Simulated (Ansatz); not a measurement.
Take SnAu in the NiAs type structure (space group P6_3/mmc, No. 194; a = 4.333 Å, c = 5.556 Å) as the base.

All numbers come from PBEsol (Ansatz, a quantum-chemistry and plane-wave program, PAW, spin-orbit coupling left out).

One change was made to it. Results:

The volume per atom shrinks by 1.086 Å³ to 21.50 Å³; the c/a ratio increases by 0.0084 to 1.291.

Question: What was done to the base?
A) pressure 5 GPa
B) pressure −2 GPa
C) pressure 0.7 GPa
D) pressure −1 GPa
E) pressure 1.5 GPa

Answer: A, pressure 5 GPa. For comparison, the volume per atom in the other runs: pressure 1.5 GPa gives 22.22 Å³; pressure 0.7 GPa gives 22.41 Å³; pressure −1 GPa gives 22.84 Å³; pressure −2 GPa gives 23.12 Å³.

Load acts through the strain it causes; cell and atoms are relaxed under it. Stability against distortions was not tested. Competing high-pressure phases were not computed.
